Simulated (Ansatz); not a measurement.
**Nb4N3: strain tensor (xx, yy, zz, yz, xz, xy) = (−1.36, +0.92, +0.67, +0.30, −0.51, −1.17) %**

Start from Nb₄N₃ (space group I4/mmm, No. 139; a = 4.3619 Å, c = 8.5823 Å; a cell from a computed database, its experimental status unchecked). Axes: x, y, z lie along a, b, c of the conventional cell.

It is then changed as follows: the symmetric strain tensor [-0.0136 -0.0117 -0.0051; -0.0117 0.0092 0.0030; -0.0051 0.0030 0.0067], atoms relaxed at fixed cell.

Level of theory: plane-wave PAW DFT at the PBEsol level (Ansatz, a first-principles code, 420 eV), scalar-relativistic without spin-orbit coupling. Γ-centred 15×15×15 mesh, Fermi–Dirac width 0.05 eV.

- Space group: P-1 (No. 2) (base I4/mmm (No. 139))
- Energy relative to the base (free energy F): +9.4 meV/atom
- Pressure (mean of the normal stresses, compression positive): -0.2 GPa (base 0.0 GPa)
- Band gap: zero (base zero)
- Stress (xx, yy, zz, yz, xz, xy; compression positive): (7.8, -5.2, -3.3, -0.6, 1.0, 2.9) GPa (rough)

Final structure:

```yaml
crystal:
  lattice:
    - [-2.19870, 2.23942, 4.33756]
    - [2.15493, -2.21367, 4.30223]
    - [2.14767, 2.16264, -4.32447]
  atoms:
    - { symbol: Nb, position: [0.00000, 0.50000, 0.50000] }
    - { symbol: Nb, position: [0.50000, 0.00000, 0.50000] }
    - { symbol: Nb, position: [0.74818, 0.74819, 0.00002] }
    - { symbol: Nb, position: [0.25182, 0.25181, 0.99998] }
    - { symbol: N, position: [0.25026, 0.75025, 0.49996] }
    - { symbol: N, position: [0.74974, 0.24975, 0.50004] }
    - { symbol: N, position: [0.00000, 0.00000, 0.00000] }
```

Without a gap, meshes like the base's 15×15×15 leave anisotropic stresses uncertain by several tenths of a GPa, and small strain energies with them. No phonon test of stability was made. The final runs are not spin-polarised. An odd electron count without spin: Nb4N3.
